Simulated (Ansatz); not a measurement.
# A computed series for ZnSe: response to strain

Base system: ZnSe in the zinc blende structure (space group F-43m, No. 216; a = 5.7330 Å).

Strains are applied to the cell and any free atomic positions relax.

All numbers come from Ansatz (a first-principles code) PBE, no spin-orbit coupling, earlier PAW set.

| isotropic strain (%) | band gap (eV) |
|---|---|
| -1.54 | 1.33 |
| -0.49 | 1.21 |
| 0 | 1.15 |
| 0.87 | ? |
| 3.34 | 0.78 |

Question: Fit E_g = E₀ + Dε (ε in %) to the rows shown and predict the withheld row.

Answer: Least squares on the printed values gives E₀ = 1.15 eV, D = -112 meV per % of strain (largest residual 0.00 eV); this predicts 1.06 eV, and the run gives 1.05 eV, in agreement.

Stability against distortions was not tested.
